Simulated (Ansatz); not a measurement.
O interstitial started as a split pair with O in monoclinic HfO2 (the name describes the start): one set of geometries, relaxed with PBE, evaluated in Ansatz (PAW, plane waves to 420 eV, 500 eV under r2SCAN) with PBE, r2SCAN.

Details: 96-site cell; 2×2×2 shifted k-points; start: split with O(1); charged states image-corrected; no spin–orbit coupling; not converged in cell size; flagged in the runs: a host whose relaxation on this sampling wasn't shown to rest, a strain field that reaches the edge of the cell.

```json
[
 {"quantity": "host gap (eV)", "PBE": "4.04", "r2SCAN": "(withheld)"},
 {"quantity": "ε(+1/0) above the VBM (eV)", "PBE": "0.27", "r2SCAN": "(withheld)"},
 {"quantity": "ε(0/−1) above the VBM (eV), not thermodynamic with PBE", "PBE": "1.72", "r2SCAN": "(withheld)"},
 {"quantity": "ε(−1/−2) above the VBM (eV), not thermodynamic with PBE", "PBE": "0.99", "r2SCAN": "(withheld)"},
 {"quantity": "largest moment on one atom at charge +1 (μB)", "PBE": "0.32", "r2SCAN": "(withheld)"},
 {"quantity": "neutral formation energy against O2 molecule in a box (eV)", "PBE": "1.77", "r2SCAN": "(withheld)"},
 {"quantity": "largest moment on one atom at charge 0 (μB)", "PBE": "0.00", "r2SCAN": "(withheld)"},
 {"quantity": "largest moment on one atom at charge −1 (μB)", "PBE": "0.42", "r2SCAN": "(withheld)"}
]
```

**Question.** Given the lower rungs, what does r2SCAN give?

**Answer.** 
- host gap (eV), r2SCAN: 4.54
- ε(+1/0) above the VBM (eV), r2SCAN: 0.43
- ε(0/−1) above the VBM (eV), not thermodynamic with PBE, r2SCAN: 1.97
- ε(−1/−2) above the VBM (eV), not thermodynamic with PBE, r2SCAN: 1.23
- largest moment on one atom at charge +1 (μB), r2SCAN: 0.36
- neutral formation energy against O2 molecule in a box (eV), r2SCAN: 1.61
- largest moment on one atom at charge 0 (μB), r2SCAN: 0.00
- largest moment on one atom at charge −1 (μB), r2SCAN: 0.46

Ansatz is a first-principles code.
